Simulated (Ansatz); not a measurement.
A computed series for GaN: response to strain

Consider GaN in the zinc blende structure (space group F-43m, No. 216).

```
CELL_PARAMETERS angstrom
      0.00000     2.24895     2.24895
      2.24895     0.00000     2.24895
      2.24895     2.24895     0.00000
ATOMIC_POSITIONS crystal
  Ga 0.00000 0.00000 0.00000
  N  0.25000 0.25000 0.25000
```

Cartesian axes are those of the cell as printed.

Strains are applied to the cell and any free atomic positions relax; under biaxial strain the out-of-plane vector relaxes too.

Calculations: r2SCAN in Ansatz (plane waves to 500 eV, PAW, no SOC).

Notes on the quantities. pressure: mean of the normal stresses, compression positive.

```csv
change,volume per atom,electron mass,pressure
base,11.37 Å³,0.17 mₑ (at Γ),0.00 GPa
"biaxial strain −2.50 %, plane normal [111], relaxed out of plane",10.93 Å³,"0.17 mₑ out of plane, 0.20 mₑ in plane (at Γ)",8.42 GPa
"biaxial strain −2.08 %, plane normal [111], relaxed out of plane",11.01 Å³,"0.17 mₑ out of plane, 0.19 mₑ in plane (at Γ)",[?]
"biaxial strain −1.67 %, plane normal [111], relaxed out of plane",11.08 Å³,"0.17 mₑ out of plane, 0.19 mₑ in plane (at Γ)",5.46 GPa
"biaxial strain −1.25 %, plane normal [111], relaxed out of plane",11.15 Å³,"0.17 mₑ out of plane, 0.18 mₑ in plane (at Γ)",4.03 GPa
"biaxial strain −0.83 %, plane normal [111], relaxed out of plane",11.23 Å³,–,[?]
"biaxial strain −0.42 %, plane normal [111], relaxed out of plane",11.30 Å³,0.17 mₑ (at Γ),[?]
```

Q: Some entries are withheld; estimate them.

A: 
- biaxial strain −2.08 %, plane normal [111], relaxed out of plane, pressure: 6.91 GPa
- biaxial strain −0.83 %, plane normal [111], relaxed out of plane, pressure: 2.64 GPa
- biaxial strain −0.42 %, plane normal [111], relaxed out of plane, pressure: 1.32 GPa

The levels and masses belong to the bands next to the band gap. Masses are band curvatures over ±0.01 Å⁻¹ around the edge. No phonon test of stability was made. This is not the structure that GaN has at room temperature and ambient pressure.

Ansatz is an electronic-structure program.
